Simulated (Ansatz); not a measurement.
## Competing hops of W-vacancy pair in fcc Cu, neutral cell

Defect migration in fcc Cu: W-vacancy pair (W on one host Cu site, one Cu site vacant), neutral cell. Method: PBE, PAW (plane waves to 420 eV; Ansatz, a first-principles code).

Cell of 32 host sites held at the relaxed PBE lattice; a 2×2×2 k-point mesh shifted by half a step; Fermi-Dirac width 0.10 eV, spin-restricted; finite-size errors left in. Static, classical nuclei. Spin-orbit coupling is left out. Forms of the defect that were not tried may lie lower.

Barriers: single points on a 4×4×4 k-point mesh shifted by half a step at the bands' geometries (they differ from the bands' own by up to 0.13 eV, and are uncertain by about as much).

```csv
Route,Start site over the lowest site run (eV),Hop (Å),Forward barrier (eV),Backward barrier (eV),Neighbours at the start,Neighbours at the saddle,Saddle order,"Forward, on the band's own sampling (eV)"
one Cu atom jumps into the vacancy from a nearby Cu site (W-vacancy distance between ideal sites 2.57 → 3.63 Å),0.06,2.47,0.61,0.67,"4 Cu at 2.53, Cu at 2.55, 3 Cu at 2.59, 2 Cu at 2.60, Cu at 2.63 Å","4 Cu at 2.37, Cu at 2.79, 2 Cu at 2.80; W at 2.76 Å","not checked, on a symmetry element",0.49
the W atom itself jumps into the vacancy (W-vacancy distance between ideal sites 2.57 Å throughout),0.06,2.40,1.04,1.04,"4 Cu at 2.56, 2 Cu at 2.59, 4 Cu at 2.62, Cu at 2.63 Å","4 Cu at 2.47, 4 Cu at 2.77 Å","not checked, on a symmetry element",1.17
```

Paths come from CI-NEB runs. Of the routes that converged and passed our checks, the lowest saddle point lies 0.67 eV above the lowest of the sites run (one Cu atom jumps into the vacancy from a nearby Cu site (W-vacancy distance between ideal sites 2.57 → 3.63 Å)); other sites, such as split forms, and other routes may lie lower. A band can be held on a symmetry element, so unchecked saddle points there may be too high.

The whole set of runs took about 3.0 core-hours (a rough figure).
